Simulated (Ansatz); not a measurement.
Structures of equal composition on the (000-1) surface of wurtzite CdSe (Se plane on top): 2x2 Mg adatom at H3; 2x2 Mg adatom at T4. The slabs share one bottom face, and each structure is named by its start. These are constructed structures in small cells; real faces may alloy, dewet or reconstruct in larger ones, and not all known structures of the face are among them. Slabs of about 15 Å with all that they carry, Fermi-Dirac smearing of 0.025 eV. Bottom of the slabs: H caps. Relaxed from the named starts with such symmetry as they have, on meshes of like density; energies extrapolated to zero smearing; no spin-orbit coupling, no U. Spin-polarised runs, if any, are marked in brackets, and their order is one that fits the cell; the others ran without spin. Where a second, spin-polarised start was run, the lower counts.

Host crystal: wurtzite CdSe, with a band gap (PBE, scalar-relativistic without spin-orbit coupling).

The numbers are results of PBE (plane waves to 420 eV, PAW; Ansatz, a quantum-chemistry and plane-wave program), not measurements.

Task: Put the candidates in order of energy per 1x1 cell, lowest first, for PBE.

Result: 2x2 Mg adatom at H3 (0.000 eV, gap 0.89 eV on the mesh), 2x2 Mg adatom at T4 (0.083 eV (3 Mg–Se bonds formed), gap 0.95 eV on the mesh)
